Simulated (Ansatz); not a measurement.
# How far to go with shifted k-point meshes: InAs (R3m, 2 atoms in the cell)

```
InAs
1.0
    0.00000     3.02091     3.02091
    3.02091     0.00000     3.02091
    3.02091     3.02091     0.00000
In As
1 1
Direct
  0.00478   0.00478   0.00478
  0.25000   0.25000   0.25000
```

Method: LDA (PW92), default PAW files made with PBE (plane waves; Ansatz, a program for electronic structure).

Base settings: basis.ecutwfc = 420 eV; kpoints.mp_grid.grid = 7 7 7; hamiltonian.xc = lda; hamiltonian.pseudopotentials = {kind: paw} (the program's default PAW files); scf.occupations.method = fermi_dirac; scf.occupations.width = 0.05 eV.

In this ladder: kpoints.mp_grid.shift = 0.5 0.5 0.5.

Only quantities that move along the ladder and can be compared are tabulated.

The count of work is k-points × plane waves × bands × iterations; it is no time. Core times come from one kind of shared machine, to one figure; runs under 30 s give none.

The starting cell has typed, rounded lattice constants, without a prior relaxation at this level. Its lattice was rescaled by up to half a per cent. One atom was moved a little off its site on purpose. Ansatz's pressure includes its estimate of the finite-basis (Pulay) stress. The run gives no clean gap (levels at the Fermi energy touch, overlap or are partly filled at this smearing), which alone does not show that the compound is a metal.

```tsv
kpoints.mp_grid.grid	free energy less the last step's (meV/atom)	pressure (GPa)	largest difference of a force vector from the last step's (eV/Å)	count of work / last	core time / last (rough)
2 2 2	64.71	-0.26	0.640	0.00073	–
3 3 3	8.11	-0.45	0.113	0.0022	–
4 4 4	1.97	-0.45	0.013	0.0037	–
5 5 5	0.84	-0.43	0.009	0.0069	–
6 6 6	0.49	-0.42	0.012	0.010	–
7 7 7	0.33	-0.42	0.010	0.016	–
8 8 8	0.23	-0.42	0.008	0.022	–
9 9 9	0.16	-0.41	0.006	0.031	–
10 10 10	0.12	-0.41	0.004	0.040	–
11 11 11	0.09	-0.41	0.003	0.053	–
12 12 12	0.07	-0.41	0.002	0.067	–
14 14 14	0.03	-0.41	0.001	0.10	–
15 15 15	0.02	-0.41	0.000	0.13	–
17 17 17	0.01	-0.41	0.000	0.18	–
18 18 18	0.00	-0.41	0.000	0.21	–
20 20 20	0.00	-0.41	0.000	0.28	–
23 23 23	0.00	-0.41	0.000	0.42	0.4
25 25 25	0.00	-0.41	0.000	0.54	0.5
28 28 28	0.00	-0.41	0.000	0.74	0.7
31 31 31	0.00	-0.41	0.000	1.0	1
```

Coarsest kpoints.mp_grid.grid that holds the pressure within 0.1 GPa of the last step, with all finer ones: 3 3 3, at 0.0022 of the last step's count of work; the step before is off by 0.15 GPa.

Coarsest kpoints.mp_grid.grid that holds the forces within 0.02 eV/Å of the last step, with all finer ones: 4 4 4, at 0.0037 of the last step's count of work; the step before is off by 0.11 eV/Å.

Coarsest kpoints.mp_grid.grid that holds the free energy within 5 meV/atom of the last step, with all finer ones: 4 4 4, at 0.0037 of the last step's count of work; the step before is off by 8.1 meV/atom.

Keys are those of Ansatz 0.2.
